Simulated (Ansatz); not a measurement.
## Convergence study of the k-point mesh at a smearing width of 0.02 eV for Ir (Fm-3m, 1 atom in the cell)

```xyz
1
Lattice="0.0000 1.9104 1.9104 1.9104 0.0000 1.9104 1.9104 1.9104 0.0000" Properties=species:S:1:pos:R:3 pbc="T T T"
Ir     0.0000     0.0000     0.0000
```

Method: PBE (plane waves, PAW; Ansatz, a quantum-chemistry and plane-wave program).

Base settings: basis.ecutwfc = 420 eV; kpoints.mp_grid.grid = 15 15 15; hamiltonian.xc = pbe; hamiltonian.pseudopotentials = {kind: paw} (the program's default PAW files); scf.occupations.method = gaussian; scf.occupations.width = 0.1 eV.

In this ladder: scf.occupations.width = 0.02 eV.

Only quantities that move along the ladder and can be compared are tabulated.

The count of work is k-points × plane waves × bands × iterations; it is no time. 

The starting cell has typed, rounded lattice constants, without a prior relaxation at this level. Its lattice was rescaled by up to half a per cent. Spin polarisation is off. In the base run, with a pressure of about 15 GPa the cell is away from its equilibrium volume at this level. Ansatz's pressure includes its estimate of the finite-basis (Pulay) stress.

```csv
kpoints.mp_grid.grid,free energy less the last step's (meV/atom),pressure (GPa),count of work / last
5 5 5,258.16,19.45,0.0088
6 6 6,67.10,15.79,0.014
8 8 8,77.95,16.38,0.025
9 9 9,-22.54,14.36,0.031
11 11 11,29.36,15.42,0.049
13 13 13,8.55,15.15,0.074
16 16 16,10.14,15.17,0.13
20 20 20,-5.07,14.81,0.22
29 29 29,-0.82,14.91,0.60
35 35 35,0.00,14.91,1.0
```

Coarsest kpoints.mp_grid.grid that holds the pressure within 1 GPa of the last step, with all finer ones: 9 9 9, at 0.031 of the last step's count of work; the step before is off by 1.5 GPa.

Coarsest kpoints.mp_grid.grid that holds the free energy within 2 meV/atom of the last step, with all finer ones: 29 29 29; the step before is off by 5.1 meV/atom.

Two neighbours can agree and both be off: 13 13 13 and 16 16 16 differ by 0.02 GPa in the pressure, yet lie about 0.26 GPa from the last step.

Keys are those of Ansatz 0.2.
